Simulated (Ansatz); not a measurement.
This Ansatz (a quantum-chemistry and plane-wave program) input is the reference run, Sn in the diamond structure (space group Fd-3m, No. 227; relaxed with 0.1 eV smearing), computed with Ansatz PBEsol, scalar-relativistic without spin-orbit coupling:

Ansatz 0.2 input:
```yaml
crystal:
  lattice:
    - [0, 3.2700916699, 3.2700916699]
    - [3.2700916699, 0, 3.2700916699]
    - [3.2700916699, 3.2700916699, 0]
  atoms:
    - { symbol: Sn, position: [0, 0, 0] }
    - { symbol: Sn, position: [0.25, 0.25, 0.25] }
basis: { ecutwfc: 420, ecutrho_ratio: 4, xc_grid: 2, fft_grid_basis: typed }
kpoints: { mp_grid: { grid: [15, 15, 15] } }
hamiltonian:
  xc: pbesol
  dispersion: none
  pseudopotentials: { kind: paw }
scf: { occupations: { method: fermi_dirac, width: 0.1 } }
relax: { f_tol: 0.005, max_steps: 30, cell: { stress_tol: 0.01 } }
output: { forces: true, stress: true }
checkpoint: { write: state.ck, write_every: 1000 }
```

### Question
Write the input for this change: biaxial strain −1.50 %, plane normal [001], relaxed out of plane (Cartesian); in-plane vectors clamped, the third vector and the atoms free.

### Answer
Ansatz 0.2 input:
```yaml
crystal:
  lattice:
    - [4.5552388699, 0, 0]
    - [0, 4.5552388699, 0]
    - [2.277619435, -2.277619435, 3.2946173574]
  atoms:
    - { symbol: Sn, position: [0, 0, 0] }
    - { symbol: Sn, position: [0.75, 0.75, 0.5] }
basis: { ecutwfc: 420, ecutrho_ratio: 4, xc_grid: 2, fft_grid_basis: typed }
kpoints: { mp_grid: { grid: [15, 15, 15] } }
hamiltonian:
  xc: pbesol
  dispersion: none
  pseudopotentials: { kind: paw }
scf: { occupations: { method: fermi_dirac, width: 0.1 } }
relax: { f_tol: 0.005, max_steps: 50, cell: { stress_tol: 0.01, fix: [a, b, gamma] } }
output: { forces: true, stress: true }
checkpoint: { write: state.ck, write_every: 1000 }
```
This is the input that was run; other choices of cell and start would serve too.

Whether these cells are dynamically stable was not tested.
